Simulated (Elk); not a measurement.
Elk run on SnSe2 (P-3m1, 3 atoms in the cell): self-consistent single point.

Method: PBE, all-electron FP-LAPW, Elk's shipped species files, APW+lo basis with extra local orbitals (Elk).

The change in words: lattice scaled by 0.98. Reference geometry:
```
SnSe2
1.0
    3.82576     0.00000     0.00000
   -1.91288     3.31321     0.00000
    0.00000     0.00000     6.45864
Sn Se
1 2
Direct
  0.00000   0.00000   0.00000
  0.66667   0.33333   0.75710
  0.33333   0.66667   0.24290
```

Reference input (self-consistent single point, DFT, PBE, all-electron FP-LAPW, Elk's shipped species files, APW+lo basis with extra local orbitals): xctype = 20; rgkmax = 8; stype = 0; swidth = 0.0001 Ha; ngridk = 7 7 4; tforce = true; gmaxvr = 18 1/bohr; lmaxapw = 10; lmaxo = 8; nxlo = 2; lorbcnd = true; lradstp = 2. This run's input differs from it in these lines:

```diff
@@ -49,5 +49,5 @@
 avec
-    3.8257641080   -0.0000000251    0.0000000000
-   -1.9128820323    3.3132089190    0.0000000000
-    0.0000000000    0.0000000000    6.4586390000
+    3.7492490698   -0.0000002662    0.0000000000
+   -1.8746243044    3.2469450727    0.0000000000
+    0.0000000000    0.0000000000    6.3294660000
```

Log, with long lists cut:

```
│ Self-consistent loop started │
│ Loop number : 1 │
 total energy                :     -11051.2887619
│ Loop number : 2 │
 total energy                :     -11051.2721181
RMS change in Kohn-Sham potential (target) :   0.1154558576     (  0.1000000000E-05)
Absolute change in total energy (target)   :   0.1664384509E-01 (  0.1000000000E-03)
│ Loop number : 3 │
 total energy                :     -11050.7828281
RMS change in Kohn-Sham potential (target) :   0.1111250745     (  0.1000000000E-05)
Absolute change in total energy (target)   :   0.4934509176     (  0.1000000000E-03)
│ Loop number : 4 │
   [... lines left out ...]
Absolute change in total energy (target)   :   0.6056906695E-03 (  0.1000000000E-03)
│ Loop number : 15 │
 total energy                :     -11039.6608874
RMS change in Kohn-Sham potential (target) :   0.2198325974E-06 (  0.1000000000E-05)
Absolute change in total energy (target)   :   0.2550389272E-03 (  0.1000000000E-03)
│ Loop number : 16 │
 total energy                :     -11039.6608748
RMS change in Kohn-Sham potential (target) :   0.2796270410E-07 (  0.1000000000E-05)
Absolute change in total energy (target)   :   0.7631933295E-04 (  0.1000000000E-03)
Convergence targets achieved

│ Loop number : 17 │

Energies :
 Fermi                       :     0.181573960034
 total energy                :     -11039.6608768

Density of states at Fermi energy :   0.8609884713E-05
 (states/Hartree/unit cell)

Estimated indirect band gap :   0.3336935324E-01
 from k-point     10 to k-point     13
Estimated direct band gap   :   0.4830199701E-01
 at k-point     13

Charges :
 core                        :    66.00000000
 valence                     :    52.00000000
 interstitial                :    5.609562885
 muffin-tins (core leakage)
  species :    1 (Sn)
   atom    1                 :    47.89846409     (  0.1240711448E-03)
  species :    2 (Se)
   atom    1                 :    32.24598651     (  0.1099864617E-03)
   atom    2                 :    32.24598651     (  0.1099864617E-03)
   [... lines left out ...]
   total force               :    -0.00000000   -0.00000000   -0.01667163
   total magnitude           :     0.01667163
  atom :    2
   Hellmann-Feynman          :     0.00000000    0.00000000    0.44915971
   IBS                       :    -0.00000000    0.00000000   -0.43248808
   total force               :     0.00000000    0.00000000    0.01667163
   total magnitude           :     0.01667163
```

The run converged in 17 iterations. The count includes the last loop, which Elk runs after its targets are met. Against the reference run the total energy goes up by 51.6 meV/atom, the largest force goes from 0.240 to 0.857 eV/Å and the gap on the mesh goes from 0.833 to 0.908 eV.

The starting cell comes from a database of computed structures (which also holds hypothetical and non-ambient phases and stackings), without a prior relaxation at this level. Its lattice was rescaled by a random factor within 2.5 % of one. For this run, on top of that: lattice scaled by 0.98. Values depend on the basis (sphere radii, cutoffs, local orbitals), which need not be converged.
